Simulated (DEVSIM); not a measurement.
System: Schottky contact on n-type GaN, at 400 K.

| layer (left to right) | material | thickness (μm) | Nd (cm⁻³) | τn (s) | τp (s) |
|---|---|---|---|---|---|
| 1 | GaN | 0.300 | 2.5e15 | 7.4e-10 | 7.4e-10 |

Left contact: Schottky, work function 5.62 eV, emission velocity 2e6 cm/s. Right contact: ohmic. Voltage is applied to the left contact. Recombination: SRH at mid-gap, radiative, Auger. Mobility is μmin + (μ − μmin)/(1 + (N/Nref)^α).

Constants are typed, rounded textbook-type inputs, not results; the design itself was drawn at random and stands for no fabricated device. Values at 300 K; Nc and Nv go as T^1.5, mobilities as T to minus their exponent, the gap by Varshni's rule with the affinity fixed.

| parameter | GaN |
|---|---|
| gap (eV) | 3.43 |
| affinity (eV) | 4.1 |
| permittivity | 9.5 |
| Nc (cm⁻³) | 2.3e18 |
| Nv (cm⁻³) | 4.6e19 |
| μn (cm²/Vs) | 1200 |
| μp (cm²/Vs) | 100 |
| μn,min | 55 |
| μp,min | 3 |
| Nref,n | 2e17 |
| Nref,p | 3e17 |
| αn | 1 |
| αp | 2 |
| T exponent of μn | 1.5 |
| T exponent of μp | 2 |
| B (cm³/s) | 1e-11 |
| Cn (cm⁶/s) | 1e-30 |
| Cp (cm⁶/s) | 1e-30 |
| Varshni α (eV/K) | 0.00091 |
| Varshni β (K) | 830 |

Simulated with DEVSIM: 1D drift-diffusion, Boltzmann statistics, complete ionisation; no tunnelling, impact ionisation, image-force lowering or self-heating. Metal contacts follow the ideal Schottky-Mott rule: no Fermi-level pinning, no interface dipoles.

Give the dark forward current.


(V (V), J (A/cm²)): (0.05, 2.5e-13); (0.10, 1.3e-12); (0.15, 5.8e-12); (0.20, 2.5e-11); (0.25, 1.1e-10); (0.30, 4.5e-10); (0.35, 1.9e-9); (0.45, 3.5e-8); (0.50, 1.5e-7); (0.55, 6.3e-7); (0.60, 2.7e-6); (0.65, 1.1e-5); (0.70, 4.8e-5); (0.75, 0.00020); (0.80, 0.00086); (0.85, 0.0036); (0.90, 0.015); (0.95, 0.064); (1.00, 0.27); (1.05, 1.1); (1.10, 4.6); (1.20, 64); (1.25, 190); (1.30, 450); (1.35, 820); (1.40, 1300); (1.45, 1800); (1.50, 2300)
